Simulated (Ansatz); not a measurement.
**Zn on the Li site in rock-salt LiF**

All values below come from PBE, PAW (plane waves to 420 eV; Ansatz, an electronic-structure program). A 2×2×2 supercell of 64 sites was used; the energies come from a 2×2×2 shifted sampling of its zone. Site at the start: the Li site. Energies of charged states are corrected for periodic images (point charge plus alignment at distant sites). Dielectric constants: PBE linear response of the host. Host gap at this level: 8.83 eV. A cell of this size leaves errors of a few tenths of an eV. PBE underestimates the host's gap, which shifts levels and can delocalise carriers. Spin–orbit coupling is left out. Each state is the lowest found from its start.

Formation energies E_f are given with the Fermi level at the valence-band maximum. Chemical conditions: F-rich (Δμ(Li) = -5.89 eV, Δμ(Zn) = -6.88 eV, bounded by ZnF2 (P4_2/mnm); only phases computed here count, gases as isolated molecules at 0 K); Li-rich (Δμ(Li) = 0.00 eV, Δμ(Zn) = -0.43 eV, bounded by LiZn (Fd-3m); only phases computed here count, gases as isolated molecules at 0 K). Reference phases: Li: bcc Li, Zn: hcp Zn.

| charge | moment (μB) | point group | largest move off a lattice site (Å) | image correction with alignment (eV) | E_f, F-rich (eV) | E_f, Li-rich (eV) |
|---|---|---|---|---|---|---|
| +1 | not spin-polarised | Oh | 0.10 | 0.50 | 0.11 | -0.45 |
| 0 | 1.0 | Oh | 0.19 | 0.00 | 6.47 | 5.92 |
| −1 | not spin-polarised | near Oh | 0.33 | -0.12 | 12.58 | 12.03 |

Point groups are those of the whole cell at tolerances of 0.03 and 0.1 Å ("near" where only the looser one holds); none is given for unsettled states.

Transition levels above the valence-band maximum: ε(+1/0) = 6.36 eV; ε(0/−1) = 6.11 eV. On the lower envelope of the bound states, inside the gap: (+1/−1) at 6.24 eV; the others aren't thermodynamic.

All states together cost about 20 core-minutes (a rough figure).
